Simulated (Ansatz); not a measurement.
The reference is LaAs in the rock salt structure (space group Fm-3m, No. 225; a = 6.201 Å; a model cell).

Level of theory: r2SCAN (Ansatz, a first-principles code; PAW; 500 eV plane waves; no spin-orbit coupling).

Base values:

The band gap is 0.08 eV and the density is 5.96 g/cm³.

It is then changed as follows: full substitution La → Ba, then cell and atoms are relaxed.

Tabulated Pauling electronegativity and covalent radius: La 1.10, 2.07 Å; Ba 0.89, 2.15 Å.

Problem. Predict the new band gap.

Solution. The band gap becomes zero (base: 0.08 eV).

Problem. What does the calculation give for the density after the change?

Solution. The density decreases by 1.29 g/cm³, from 5.96 g/cm³ to 4.67 g/cm³.

Stability against distortions was not tested. As relaxed here, BaAs is a hypothetical phase, not in the database extracts checked. All final runs are without spin polarisation. An odd electron count without spin: BaAs. A zero or small gap of LaAs can be the functional's error rather than a property of the material.
